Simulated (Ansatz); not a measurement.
# S_P in zinc-blende BP

Method: PBE, PAW (plane waves to 420 eV; Ansatz, a quantum-chemistry and plane-wave program). Cell: 64 sites, 2×2×2; final energies on a 2×2×2 shifted mesh. Site at the start: the P site. Energies of charged states are corrected for periodic images (point charge plus alignment at distant sites). Dielectric constants: PBE linear response of the host. Host gap at this level: 1.25 eV. These values are not converged in cell size to better than tenths of an eV. The semilocal functional narrows the gap, so deep levels can fall outside it. Spin–orbit coupling is left out. Each state is the lowest found from its start.

```tsv
charge	moment (μB)	largest move off a lattice site (Å)	image correction with alignment (eV)
+1	not spin-polarised	0.02	0.23
0*	fractional	0.04	–
−1*	not spin-polarised	0.06	–
```

* At this level the carrier isn't localised at the defect: at charge 0 electrons occupy the conduction band; at charge −1 electrons occupy the conduction band. Such a state is shallow or no state of the defect, and this cell gives it no level.

No other site or start that was run ended lower by more than 0.1 eV.

Flagged in the runs: a doubtful potential alignment.
